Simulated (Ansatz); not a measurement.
## What x(Ge) = 0.5, 8 atoms, Pmma does to Si

The reference is Si in the diamond structure (space group Fd-3m, No. 227; a = 5.434 Å).

The other end (x = 1) is Ge in the diamond structure (space group Fd-3m, No. 227): 22.86 Å³/atom, gap zero.

It is then changed as follows: a fraction x = 0.5 of the Si sites is given to Ge, ordered in a cell of 8 atoms (starting symmetry Pmma) and fully relaxed.

The values are results of Ansatz (an electronic-structure program), PBEsol, PAW, cutoff 420 eV, scalar-relativistic without spin-orbit coupling, not measurements. Settings: 9×9×3 k-points, 0.05 eV Fermi–Dirac smearing, for the changed cell.

```tsv
quantity	base	changed	shift
volume per atom	20.05 Å³	21.27 Å³	+1.22 Å³
density	2.33 g/cm³	3.93 g/cm³	+1.605 g/cm³
shortest interatomic distance	2.353 Å	2.365 Å	+0.012 Å
band gap	0.47 eV	0.29 eV	-0.175 eV
gap character (in this cell's own zone, which can be folded)	–	indirect, Γ → Z	–
electron mass	0.93 mₑ along k, 0.19 mₑ across (off the special points)	0.16 mₑ along a, 0.22 mₑ along b, 1.6 mₑ along c (at Z)	–
valence-band top at Γ (three highest levels, from the VBM)	0.00, 0.00, 0.00 eV	0.00, -0.03, -0.05 eV	–
mixing energy (to 0.01 eV only: unlike meshes or grids)	–	+0.01 eV/atom	–
deviation of the volume from the linear (Vegard-type) interpolation	–	-0.9 %	–
```

These are small ordered cells, not random alloys; other orderings at the same x differ. Effective masses come from finite differences of ±0.01 Å⁻¹. Along k means along the line from Γ to the band edge. Whether these cells are dynamically stable was not tested. A zero or small gap of SiGe and Ge can be the functional's error rather than a property of the material. Labels are those of the standard path for the cell's own space group.
